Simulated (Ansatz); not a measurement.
Band structure of NbIr (P4/mmm, 2 atoms in the cell).

```
NbIr
1.0
    2.87823     0.00000     0.00000
    0.00000     2.87823     0.00000
    0.00000     0.00000     3.87415
Nb Ir
1 1
Direct
  0.50000   0.50000   0.50000
  0.00000   0.00000   0.00000
```

Method of the run: LDA (PW92), PAW files made with PBE (plane waves; Ansatz, a program for electronic structure).

Settings: kpoints.mp_grid.grid = 9 9 7; hamiltonian.xc = lda; hamiltonian.pseudopotentials = {kind: paw} (the program's default PAW files); scf.occupations.method = fermi_dirac; scf.occupations.width = 0.0073 Ry; kpoints.band_path.npoints = 8.

The starting cell comes from a database of computed structures (which also holds hypothetical and non-ambient phases and stackings), without a prior relaxation at this level. Spin-orbit coupling is off. Spin polarisation is off.

Levels in eV from the Fermi level, bands 12 to 18:
| point | 12 | 13 | 14 | 15 | 16 | 17 | 18 |
|---|---|---|---|---|---|---|---|
| Γ | -2.22 | -2.22 | -0.88 | -0.33 | 1.49 | 3.83 | 4.28 |
| X | -3.21 | -1.75 | -1.72 | -1.49 | -1.02 | 1.12 | 2.56 |
| M | -5.15 | 1.27 | 1.96 | 2.79 | 2.79 | 4.13 | 4.21 |
| Z | -2.38 | -1.92 | -1.33 | -1.33 | -0.09 | 0.99 | 1.72 |
| R | -2.50 | -2.34 | -0.39 | 0.53 | 1.25 | 1.51 | 3.48 |
| A | -3.36 | -2.07 | -2.07 | -1.27 | 1.27 | 2.45 | 5.77 |

Bands cross the Fermi level along this path, so the cell is metallic at this level.

Keys are those of Ansatz 0.2.
